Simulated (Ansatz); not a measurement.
Cubic perovskite CsPbBr3 (cubic high-temperature phase), treated with r²SCAN in Ansatz (plane waves, PAW).

Run with plane-wave cutoff 600 eV, 4×4×4 k mesh, finite displacements, scalar-relativistic PAW data made under PBE.

The cell has the measured lattice parameters. Conventional cell: a = 5.8740 Å, b = 5.8740 Å, c = 5.8740 Å, α = 90.00°, β = 90.00°, γ = 90.00°.

```yaml
crystal:
  lattice:
    - [5.87400, 0.00000, 0.00000]
    - [0.00000, 5.87400, 0.00000]
    - [0.00000, 0.00000, 5.87400]
  atoms:
    - { symbol: Cs, position: [0.00000, 0.00000, 0.00000] }
    - { symbol: Pb, position: [0.50000, 0.50000, 0.50000] }
    - { symbol: Br, position: [0.50000, 0.00000, 0.50000] }
    - { symbol: Br, position: [0.00000, 0.50000, 0.50000] }
    - { symbol: Br, position: [0.50000, 0.50000, 0.00000] }
```

Harmonic phonon frequencies (cm⁻¹; i marks an imaginary mode; at Γ without the LO shift):

```json
[
 {"q point": "Γ", "frequencies": "0 0 0 15 15 15 15 15 15 33 33 33 102 102 102"}
]
```

Note: held by symmetry at 0 K, a high-temperature phase can be a saddle point; the cell isn't this level's own, so it is under some stress, which shifts stiffness and frequencies.

Ansatz is a program for electronic structure.
